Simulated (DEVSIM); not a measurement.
System: illuminated GaAs p-on-n cell, one wavelength, at 350 K.

Layer 1 from the left is GaAs, thickness (μm) 0.0730, Na (cm⁻³) 6.3e17, τn (s) 1.3e-11, τp (s) 4.1e-11, absorption coefficient (cm⁻¹) 33000. Layer 2 from the left is GaAs, thickness (μm) 3.20, Nd (cm⁻³) 4.1e15, τn (s) 6e-10, τp (s) 6e-10, absorption coefficient (cm⁻¹) 33000.

Left contact: ohmic, minority electron recombination velocity 40 cm/s. Right contact: ohmic, minority hole recombination velocity 2000 cm/s. Voltage is applied to the left contact. Recombination: SRH at mid-gap, radiative, Auger. Light enters at the left, 1.1e18 photons cm⁻² s⁻¹, one pass, no reflection. Mobility is μmin + (μ − μmin)/(1 + (N/Nref)^α).

The device is made up for the run: typed textbook-type constants, with dimensions and the other settings drawn at random. Values at 300 K; Nc and Nv go as T^1.5, mobilities as T to minus their exponent, the gap by Varshni's rule with the affinity fixed.

GaAs: gap (eV) 1.424, affinity (eV) 4.07, permittivity 12.9, Nc (cm⁻³) 4.7e17, Nv (cm⁻³) 9e18, μn (cm²/Vs) 8500, μp (cm²/Vs) 400, μn,min 500, μp,min 20, Nref,n 6e16, Nref,p 1.5e17, αn 0.39, αp 0.38, T exponent of μn 2.1, T exponent of μp 2.2, B (cm³/s) 2e-10, Cn (cm⁶/s) 1e-30, Cp (cm⁶/s) 1e-30, Varshni α (eV/K) 0.000541, Varshni β (K) 204.

Model (solved in DEVSIM): 1D drift-diffusion, Boltzmann statistics, complete ionisation; no tunnelling, impact ionisation, image-force lowering or self-heating.

Dark forward current:

```
|V| (V)  |J| (A/cm²)
-------  -----------
0.05        1.740e-7
0.10        5.515e-7
0.15        1.427e-6
0.20        3.494e-6
0.25        8.406e-6
0.30        2.013e-5
0.35        4.819e-5
0.40       0.0001157
0.45       0.0002792
0.50       0.0006786
0.55        0.001666
0.60        0.004154
0.65         0.01061
0.70         0.02811
0.75         0.07876
0.80          0.2385
0.85          0.7921
0.90           2.854
0.95           10.52
1.00           35.46
1.05           101.3
1.10           254.7
1.15           615.8
1.20            1510
1.25            3668
```

Task: Work out the local ideality factor n = ΔV / (kT/q · ln(J2/J1)) between the rows 0.15 and 0.20 V, 0.90 and 0.95 V, 1.20 and 1.25 V.

Result: kT/q = 30.16 mV. From 0.15 to 0.20 V: ln(3.494e-6/1.427e-6) = 0.895, n = 1.85, near the 2 of recombination in the depletion region. From 0.90 to 0.95 V: ln(10.52/2.854) = 1.305, n = 1.27. From 1.20 to 1.25 V: ln(3668/1510) = 0.888, n = 1.87.

Task: What current could the absorbed light give at most, and what share is collected?

Result: Σ αd = 10.8, so qΦ(1 − exp(−Σ αd)) = 176 mA/cm². The simulated short-circuit current is 168.2 mA/cm², a share of 0.95.

Task: Estimate the open-circuit voltage by superposition: the voltage at which the dark current equals that short-circuit current.

Result: Interpolating ln J in the table gives 0.784 V. The simulation gives 0.782 V; the estimate lies 2 mV above. Superposition holds where collection doesn't change with voltage.

Task: Estimate the fill factor from FF0 = (v − ln(v + 0.72))/(v + 1), v = qVoc/(nkT), with n from the dark curve.

Result: The rows about Voc, 0.75 and 0.80 V, give n = 1.50, so v = 17.3 and FF0 = 0.788. The simulation gives 0.742; the estimate lies 6.1 % above.
